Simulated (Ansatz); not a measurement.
Levels about the gap of amorphous Hf$_{18}$O$_{36}$Cu (55 atoms in a cell of 710 Å³, 9.01 g/cm³; zone centre alone, so wide bands show as single levels with stretches between that a denser mesh fills), at the geometry that PBE relaxed, where it gives 0.4 GPa on a denser mesh. The participation number counts the atoms over which a state spreads; weights are charges in smoothed Voronoi cells. The levels come from a single point, so bond lengths are those of that geometry. Method of the levels: PBE, scalar-relativistic without spin-orbit coupling (Ansatz, an electronic-structure program). Sampling: the zone centre alone; Fermi-Dirac width 0.02 eV; collinear spin, started from a total moment of 1 μB (at the end a net moment of 1.0 μB). In the spin-polarised cell the level spacing at the Fermi energy can part levels of unlike spin.

It comes from a melt-quench run on a machine-learned potential (CHGNet), relaxed afterwards by DFT. O atoms were pushed apart under 1.9 Å during the dynamics, to hinder bonds among them. The hot cell started wider than the set density and was brought back towards it in steps. It is the lowest in DFT energy of 2 quenches. It is a model cell: composition and starting density were chosen by hand, and all elements were melted together. No dispersion term was used. Its density started from a set value of 9.01 and ended at 9.01 g/cm³. The simulated quench (nominally 450 K/ps over its main leg) is rapid and tends to freeze in more defects than a deposited or slowly cooled glass has. Values belong to this one cell and scatter from quench to quench. The volume was held where the preparation left it and the shape relaxed, at a PBE pressure of 0.4 GPa.

```
E - E(highest filled), eV  filling  spin  participation number        largest on  weight Cu  weight Hf  weight O
-------------------------  -------  ----  --------------------  ----------------  ---------  ---------  --------
-2.08                       filled    up                   1.7  Cu, 5 neighbours       0.75       0.03      0.22
-2.02                       filled    up                   1.6  Cu, 5 neighbours       0.78       0.03      0.19
-1.98                       filled    dn                   1.6  Cu, 5 neighbours       0.77       0.03      0.20
-1.86                       filled    dn                   1.7  Cu, 5 neighbours       0.77       0.04      0.19
-1.54                       filled    up                   2.1  Cu, 5 neighbours       0.68       0.03      0.28
-1.37                       filled    dn                   2.0  Cu, 5 neighbours       0.69       0.04      0.27
0.00                        filled    up                   7.2  Cu, 5 neighbours       0.30       0.35      0.35
0.58                         empty    dn                   7.7  Cu, 5 neighbours       0.30       0.36      0.34
1.62                         empty    up                  28.3  Hf, 7 neighbours       0.01       0.60      0.39
1.64                         empty    dn                  22.1  Hf, 7 neighbours       0.00       0.61      0.39
1.69                         empty    up                  31.2  Hf, 7 neighbours       0.01       0.58      0.40
1.74                         empty    dn                  30.1  Hf, 6 neighbours       0.01       0.57      0.42
1.83                         empty    up                  21.2  Hf, 6 neighbours       0.02       0.57      0.41
1.87                         empty    dn                  17.7  Hf, 6 neighbours       0.02       0.58      0.40
```

Most localised among these is the filled level at -2.02 eV, on a Cu atom, which has 5 neighbours (O 1.88 Å, O 2.06 Å, O 2.33 Å, Hf 2.80 Å, Hf 3.00 Å).
